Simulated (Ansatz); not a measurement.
## A computed series for ZnAg: response to strain

The reference is ZnAg in the CsCl type structure (space group Pm-3m, No. 221; relaxed with 0.1 eV smearing).

```yaml
crystal:
  lattice:
    - [3.11780, 0.00000, 0.00000]
    - [0.00000, 3.11780, 0.00000]
    - [0.00000, 0.00000, 3.11780]
  atoms:
    - { symbol: Zn, position: [0.50000, 0.50000, 0.50000] }
    - { symbol: Ag, position: [0.00000, 0.00000, 0.00000] }
```

Cartesian axes are those of the cell as printed.

Strains are applied to the cell and any free atomic positions relax; under biaxial strain the out-of-plane vector relaxes too.

Method: PBEsol, PAW, 420 eV (Ansatz, an electronic-structure program; no spin-orbit coupling).

Notes on the quantities. energy relative to the base: free energy F.

| variant | shortest interatomic distance | space group | energy relative to the base |
|---|---|---|---|
| base | 5.102 bohr | Pm-3m (No. 221) | 0 meV/atom |
| biaxial strain −0.53 %, plane normal [001], relaxed out of plane | 5.100 bohr | P4/mmm (No. 123) | +0.1 meV/atom |
| isotropic strain −0.17 % | 5.094 bohr | Pm-3m (No. 221) | +0.1 meV/atom |
| isotropic strain +4.57 % | 5.336 bohr | Pm-3m (No. 221) | +84 meV/atom |
| uniaxial strain ε_yy = −5.10 % | (withheld) | P4/mmm (No. 123) | (withheld) |
| uniaxial strain ε_zz = −2.77 % | 5.056 bohr | P4/mmm (No. 123) | +5.0 meV/atom |

Problem. Complete the table.

Solution. 
- uniaxial strain ε_yy = −5.10 %, shortest interatomic distance: 5.017 bohr
- uniaxial strain ε_yy = −5.10 %, energy relative to the base: +18 meV/atom

No phonon test of stability was made.
